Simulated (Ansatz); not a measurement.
We consider SrHfN2 (model structure, started from the LiVN2 type, Pna2₁, No. 33, 16 atoms in the cell), described by r²SCAN+rVV10 (PAW; Ansatz, a first-principles code).

Numerical settings: plane-wave cutoff 560 eV, 6×6×6 k mesh, Fermi–Dirac smearing 0.01 eV, scalar-relativistic PAW data made under PBE.

Cell (relaxed at this level):

```
HfSrN2
1.0
    6.35621     0.00000     0.00000
    0.00000     7.90654     0.00000
    0.00000     0.00000     5.70826
Sr Hf N
4 4 8
Direct
  0.58062   0.87944   0.98187
  0.41938   0.12056   0.48187
  0.91938   0.37944   0.48187
  0.08062   0.62056   0.98187
  0.56443   0.37379   0.00067
  0.43557   0.62621   0.50067
  0.93557   0.87379   0.50067
  0.06443   0.12621   0.00067
  0.54611   0.40764   0.35299
  0.45389   0.59236   0.85299
  0.95389   0.90764   0.85299
  0.04611   0.09236   0.35299
  0.61881   0.83753   0.43448
  0.38119   0.16247   0.93448
  0.88119   0.33753   0.93448
  0.11881   0.66247   0.43448
```

**Question.** What does this level give for the band gap?

**Answer.** 
- band gap = 2.57 eV (on the SCF k mesh)

Note: the relaxation could raise the start's symmetry but not lower it, so the cell can be a saddle point.

Spin–orbit coupling is not included.

The computed numbers hold no vibrational or temperature effects.

Cost on a shared machine: roughly 50 core-minutes.

A model structure was made by putting elements into a prototype or built by hand; it is no filed structure, need not be a known phase, and can be a saddle point held by its symmetry.
